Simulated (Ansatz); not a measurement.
W2Si (model structure, started from the Ni2In type, P6₃/mmc, No. 194, 6 atoms in the cell): properties by level of theory

| level (code) | equilibrium lattice constant a (Å) | lattice parameter c (Å) |
|---|---|---|
| PBE (Ansatz) | 4.470 | ? |
| PBEsol (Ansatz) | 4.430 | 5.137 |
| PBE-D3(BJ) (Ansatz) | 4.427 | 5.144 |

### Question
What belongs in the gaps?

### Answer

- PBE (Ansatz, a first-principles code), lattice parameter c (Å): 5.186

Ansatz's density-functional and Hartree–Fock values are scalar-relativistic unless marked +SOC, with PAW data made under PBE.

A model structure was made by putting elements into a prototype or built by hand; it is no filed structure, need not be a known phase, and can be a saddle point held by its symmetry.
